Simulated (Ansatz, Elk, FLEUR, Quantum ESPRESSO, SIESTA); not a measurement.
## CrPd3 (Pm-3m, 4 atoms in the cell) computed with different codes at matched settings

Self-consistent single point, at a second geometry (lattice scaled by 0.98). First geometry:

```xyz
4
Lattice="3.8909 0.0000 0.0000 0.0000 3.8909 0.0000 0.0000 0.0000 3.8909" Properties=species:S:1:pos:R:3 pbc="T T T"
Cr     0.0000     0.0000     0.0000
Pd     0.0000     1.9454     1.9454
Pd     1.9454     0.0000     1.9454
Pd     1.9454     1.9454     0.0000
```
Moments meant for the start (each program seeds them in its own way; μB, in the order of the atoms Cr Pd Pd Pd): 3.0 0.0 0.0 0.0.

Shared settings, as Ansatz (an electronic-structure program) writes them: kpoints.mp_grid.grid = 9 9 9; scf.occupations.method = gaussian; scf.occupations.width = 0.272 eV. Potentials and cutoffs stand in the table.

| code | model | ΔF from the first geometry (meV/atom) | pressure (GPa) | size of the net moment (μB/atom) | cutoff |
|---|---|---|---|---|---|
| Elk | PBEsol, all-electron FP-LAPW, Elk's shipped species files, APW+lo basis with extra local orbitals | – | – | 0.65 | rgkmax 7.5 |
| SIESTA | GGA PBEsol, numerical atomic orbitals DZP, PseudoDojo PBEsol standard norm-conserving potentials (rewritten from UPF to PSML) | -7.4 | 4.51 | 0.70 | grid 350 Ry |
| Ansatz | PBEsol, PAW files made with PBE | -10.7 | 3.78 | 0.65 | default |
| FLEUR | PBEsol, all-electron FLAPW (FLEUR), scalar-relativistic valence | – | – | 0.65 | Kmax 4.2 1/bohr |
| Quantum ESPRESSO | PBEsol, GBRV 1.5 ultrasoft (PBESOL) pseudopotentials | -6.0 | 4.61 | 0.66 | 50 Ry |

A dash marks a value that a program does not give, or that is left out as unsure.

On Ansatz's run: with one magnetic atom in the cell only a parallel order is possible.

The spread over the programs that give each value: ΔF from the first geometry within 4.7 meV/atom; pressure within 0.83 GPa; size of the net moment within 0.05 μB/atom.

SIESTA uses small atom-centred bases, whose incompleteness enters pressures, forces and empty levels differently from a plane-wave cutoff. Elk and FLEUR treat all electrons, but the usual bases taken here (sphere radii, linearisation, local orbitals, empty states) were not tested for convergence, so the values are no reference for the others. Ansatz's pressure is given at a fixed set of plane waves, as the other plane-wave codes print theirs; with its correction for the finite basis it is 3.82 GPa.

The starting cell comes from a database of computed structures (which also holds hypothetical and non-ambient phases and stackings), without a prior relaxation at this level. For this run, on top of that: lattice scaled by 0.98.

Keys are those of Ansatz 0.2.
